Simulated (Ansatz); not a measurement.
**LaBeNO (model structure, started from the LaZnOP type, P4/nmm, No. 129, 8 atoms in the cell)**

These are PBEsol+SOC in Ansatz (PAW) values and carry that method's errors.

Settings: plane-wave cutoff 520 eV, 10×10×6 k mesh (along the axes of the cell as run), Fermi–Dirac smearing 0.01 eV, PAW data made under PBE.

Cell (relaxed with PBEsol):

Space group P4/nmm, origin choice 1 (No. 129); a = 3.5599 Å, b = 3.5599 Å, c = 7.7671 Å, α = 90.00°, β = 90.00°, γ = 90.00°

| atom | site | symmetry | x | y | z |
|---|---|---|---|---|---|
| La | 2c | 4mm | 0.5000 | 0.0000 | 0.1806 |
| Be | 2b | -4m2 | 0.5000 | 0.5000 | 0.5000 |
| N | 2c | 4mm | 0.0000 | 0.5000 | 0.4141 |
| O | 2a | -4m2 | 0.0000 | 0.0000 | 0.0000 |

```
Property                                                  Value
-------------------------------------------  ------------------
band gap                                     2.03 eV (indirect)
smallest direct gap on the k points sampled             2.18 eV
```

Note: the relaxation could raise the start's symmetry but not lower it, so the cell can be a saddle point.

Computed values are for the static lattice.

It cost roughly 100 core-seconds of CPU time.

A model structure was made by putting elements into a prototype or built by hand; it is no filed structure, need not be a known phase, and can be a saddle point held by its symmetry.

Ansatz is a program for electronic structure.
